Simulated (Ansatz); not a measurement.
A (6,0) blue phosphorus nanotube has 24 atoms in a period of 5.598 Å, a mean diameter of 6.77 Å, and lies 221 meV/atom over the flat sheet relaxed at the same level.

Level of theory: PBE (plane waves to 420 eV, PAW; Ansatz, a first-principles code). Mesh 1×1×6. No spin polarisation. One-dimensional cell, images about 11 Å apart. A hypothetical model, rolled from the flat sheet. Symmetry and one short period hold its shape; lower forms weren't sought.

Task: Which bending rigidity of the sheet does this imply in the thin-plate picture?

Result: A plate bent to radius R stores D/(2R²) an area. The area an atom is π × 6.77 × 5.598/24 = 4.96 Å², so the stored energy is 0.221/4.96 = 0.0446 eV/Å². With R = 3.385 Å, D = 2R² × 0.0446 = 1.0 eV.
